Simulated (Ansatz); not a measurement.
Consider O vacancy in polar orthorhombic HfO2, charge state +2. Calculation: PBE, PAW (plane waves to 420 eV; Ansatz, a first-principles code).

Cell of 96 host sites held at the relaxed PBE lattice; the Γ point alone; Fermi-Dirac width 0.01 eV, spin-restricted; finite-size errors left in. Energies are static. Spin-orbit coupling is left out. The host's phase is taken as given; its stability against other phases was not computed. The charge state is imposed; whether it is stable for some Fermi level was not computed. Forms of the defect that were not tried may lie lower. The start lies 0.16 eV above the lowest site run (PBE).

Barriers: single points on a 2×2×2 k-point mesh shifted by half a step at the bands' geometries.

The step: a nearby O atom hops onto the vacant site. Atoms about the jump, Cartesian Å from the middle of the jump, before and after:

```json
[
 {"atom": "O1", "x0": "-0.09", "y0": "-0.04", "z0": "1.05", "x1": "0.09", "y1": "0.04", "z1": "-1.05"},
 {"atom": "Hf2", "x0": "-1.59", "y0": "1.13", "z0": "0.11", "x1": "-1.63", "y1": "1.09", "z1": "-0.09"},
 {"atom": "Hf3", "x0": "1.31", "y0": "-1.59", "z0": "0.21", "x1": "1.20", "y1": "-1.47", "z1": "-0.05"},
 {"atom": "O4", "x0": "-0.49", "y0": "-2.22", "z0": "-0.77", "x1": "-0.59", "y1": "-2.41", "z1": "-0.79"},
 {"atom": "O5", "x0": "2.56", "y0": "-0.33", "z0": "1.30", "x1": "2.33", "y1": "-0.24", "z1": "1.25"},
 {"atom": "O6", "x0": "-0.58", "y0": "2.61", "z0": "-0.82", "x1": "-0.62", "y1": "2.72", "z1": "-0.77"},
 {"atom": "O7", "x0": "1.99", "y0": "1.96", "z0": "-0.78", "x1": "2.05", "y1": "2.03", "z1": "-0.77"},
 {"atom": "O8", "x0": "-2.33", "y0": "-0.24", "z0": "-1.30", "x1": "-2.57", "y1": "-0.38", "z1": "-1.32"},
 {"atom": "O9", "x0": "2.63", "y0": "-0.40", "z0": "-1.29", "x1": "2.75", "y1": "-0.40", "z1": "-1.28"},
 {"atom": "O10", "x0": "0.59", "y0": "-2.40", "z0": "1.91", "x1": "0.49", "y1": "-2.23", "z1": "1.78"},
 {"atom": "O11", "x0": "-2.81", "y0": "-0.33", "z0": "1.29", "x1": "-2.63", "y1": "-0.41", "z1": "1.26"},
 {"atom": "Hf12", "x0": "1.50", "y0": "1.04", "z0": "2.55", "x1": "1.59", "y1": "1.12", "z1": "2.66"},
 {"atom": "O13", "x0": "0.58", "y0": "2.68", "z0": "1.76", "x1": "0.57", "y1": "2.60", "z1": "1.72"},
 {"atom": "Hf14", "x0": "1.62", "y0": "1.09", "z0": "-2.64", "x1": "1.49", "y1": "1.01", "z1": "-2.53"},
 {"atom": "Hf15", "x0": "-1.21", "y0": "-1.47", "z0": "-2.60", "x1": "-1.16", "y1": "-1.40", "z1": "-2.57"},
 {"atom": "O16", "x0": "-2.08", "y0": "2.05", "z0": "1.87", "x1": "-2.00", "y1": "1.96", "z1": "1.77"},
 {"atom": "Hf17", "x0": "-1.18", "y0": "-1.33", "z0": "2.53", "x1": "-1.32", "y1": "-1.59", "z1": "2.75"}
]
```

### Question
Where do these atoms stand at the saddle point, and how high is it?

### Answer

```csv
atom,x,y,z
O1,0.08,0.05,0.06
Hf2,-1.61,1.10,0.04
Hf3,1.29,-1.53,0.14
O4,-0.53,-2.39,-0.85
O5,2.53,-0.32,1.32
O6,-0.61,2.68,-0.81
O7,2.04,2.01,-0.80
O8,-2.46,-0.32,-1.31
O9,2.69,-0.39,-1.29
O10,0.51,-2.29,1.88
O11,-2.72,-0.39,1.30
Hf12,1.58,1.09,2.61
O13,0.58,2.65,1.76
Hf14,1.60,1.07,-2.60
Hf15,-1.21,-1.49,-2.60
O16,-2.03,1.98,1.85
Hf17,-1.32,-1.55,2.72
```
It lies 0.50 eV above the start and 0.50 eV above the end. The saddle point's order was not checked.
